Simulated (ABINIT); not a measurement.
Band structure of AlN (F-43m, 2 atoms in the cell).

```yaml
crystal:
  lattice:
    - [0.00000, 2.19382, 2.19382]
    - [2.19382, 0.00000, 2.19382]
    - [2.19382, 2.19382, 0.00000]
  atoms:
    - { symbol: Al, position: [0.00000, 0.00000, 0.00000] }
    - { symbol: N, position: [0.75000, 0.75000, 0.75000] }
```

Method of the run: PBE, PAW (JTH v2.0 PBE PAW) (plane waves; ABINIT 10.0.3).

Settings: pseudos = [Al.GGA_PBE-JTH.xml, N.GGA_PBE-JTH.xml]; ecut = 26 Ha; pawecutdg = 52 Ha; pawxcdev = 0; ixc = 11; occopt = 3; tsmear = 0.00183747 Ha; ngkpt = 9 9 9; nshiftk = 1; shiftk = 0 0 0; potentials = JTH v2.0 PBE PAW; kptopt = 1; nstep = 50.

The starting cell comes from a database of computed structures (which also holds hypothetical and non-ambient phases and stackings), without a prior relaxation at this level. Its lattice was rescaled by a random factor within 2.5 % of one.

Predict the gap along the standard path and the places of the band edges.

The gap along the path is 3.29 eV, from Γ to X; the smallest direct gap on it is 4.06 eV.

Levels in eV from the top of the valence band on the SCF mesh, bands 1 to 8:
| point | 1 | 2 | 3 | 4 | 5 | 6 | 7 | 8 |
|---|---|---|---|---|---|---|---|---|
| Γ | -14.92 | 0.00 | 0.00 | 0.00 | 4.06 | 12.40 | 12.40 | 12.40 |
| X | -12.28 | -4.87 | -1.77 | -1.77 | 3.29 | 8.51 | 13.76 | 15.55 |
| W | -12.23 | -3.77 | -3.40 | -2.68 | 6.00 | 11.34 | 11.83 | 11.96 |
| K | -12.30 | -4.23 | -3.60 | -1.37 | 5.12 | 9.99 | 12.89 | 14.02 |
| L | -12.91 | -5.81 | -0.48 | -0.48 | 7.24 | 9.76 | 11.04 | 11.04 |
| U | -12.30 | -4.23 | -3.60 | -1.37 | 5.12 | 9.99 | 12.89 | 14.02 |
